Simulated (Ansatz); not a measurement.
We consider MgS (F-43m, No. 216, 2 atoms in the cell; start mp-13032; metastable phase), described by HSE06 in Ansatz (PAW).

Run with plane-wave cutoff 460 eV, 8×8×8 k mesh, Fermi–Dirac smearing 0.01 eV, scalar-relativistic PAW data made under PBE.

Cell (relaxed with PBEsol):

Space group F-43m (No. 216); a = b = c = 5.6516 Å, α = β = γ = 90.00°

```tsv
atom	site	symmetry	x	y	z
Mg	4a	-43m	0.0000	0.0000	0.0000
S	4d	-43m	0.7500	0.7500	0.7500
```
(The calculation used a cell of 2 atoms; values per cell refer to that cell.)

Problem. What does this level give for the band gap?

Solution. 
- band gap: 4.56 eV (on the SCF k mesh) (direct)

Note: cell and atoms aren't relaxed at this level (pressure 0.4 GPa).

A start named mp-… is a Materials Project structure, which need not be a measured phase.

Ansatz is a program for electronic structure.
